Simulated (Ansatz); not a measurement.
# BP: energy against volume

BP (zinc blende, F-43m, 11.671 Å³/atom and stress up to 0.01 GPa in the relaxed cell, cube axes along x, y and z) under an equal strain ε along all three axes. r2SCAN in Ansatz, a plane-wave DFT program (PAW, default set), 500 eV, 12×12×12 Γ-centred mesh, Fermi-Dirac smearing 0.05 eV; ions are relaxed, or left where forces stay under 0.02 eV/Å, within the symmetry of each cell.

Here V stands for volume and E for E less E0.

| volume (Å³/atom) | E less E0 (meV/atom) | pressure (GPa) |
|---|---|---|
| 10.6514 | ? | ? |
| 10.9842 | 23.46 | 11.50 |
| 11.1532 | 13.01 | 8.36 |
| 11.3239 | 5.70 | 5.40 |
| 11.4963 | 1.40 | 2.62 |
| 11.6705 | 0.00 | 0.00 |
| 11.8464 | 1.37 | -2.47 |
| 12.0241 | 5.41 | -4.79 |
| 12.2036 | 12.01 | -6.96 |
| 12.3848 | 21.05 | -9.00 |

Fit E of the 9 rows that show it with the third-order Birch-Murnaghan form, a cubic in V^(-2/3). With u = V^(-2/3) - 0.194, the rows have u = 0.008374, 0.006324, 0.004306, 0.002319, 0.000360, -0.001569, -0.003469, -0.005342, -0.007187. Least squares gives E = 0.048 - 266.97·u + 367785·u² - 239632·u³. Residuals (row less fit): -0.002, 0.002, 0.001, -0.004, 0.000, -0.003, 0.000, 0.004, -0.003; standard error 0.003 (degrees of freedom: 5). Its minimum lies at u = 0.000363, so V0 = (0.194363)^(-3/2) = 11.67. There d²E/du² = 735000 and d³E/du³ = -1438000, so B0 = (4/9) × 11.67^(-7/3) × 735000 × 0.160218 = 169 GPa (the last factor turns the table's units into GPa), and B0' = 4 + (2/3) × 0.194363 × (-1438000)/735000 = 3.7. B0' rests on the cubic coefficient alone and has a standard error of 0.1 from these residuals.

Question: What does the fit predict for E at V = 10.6514, and how far is the calculated value from it?

Answer: u = 0.012568, so E = 0.048 - 266.97 × 0.012568 + 367785 × 0.012568² - 239632 × 0.012568³ = 54.310 meV/atom. The calculation gives 54.30 meV/atom, 0.010 meV/atom below the prediction (0.0 % of the range of E in the table). The row lies outside the fitted rows, so this is an extrapolation. The scatter of the fitted rows lies at the last printed digit.

Other structures, which can take over under pressure, weren't tried. The same form fitted to the pressure column gives B0' = 3.8; series where the two differ by over 0.4 aren't shown. Rows are the converged runs of the series near zero and its far end, less any whose ions stayed unrelaxed beside relaxed ones; series whose fitted rows scatter by over a few per cent of the range, as at a crossing or softening among them, aren't shown in this form.
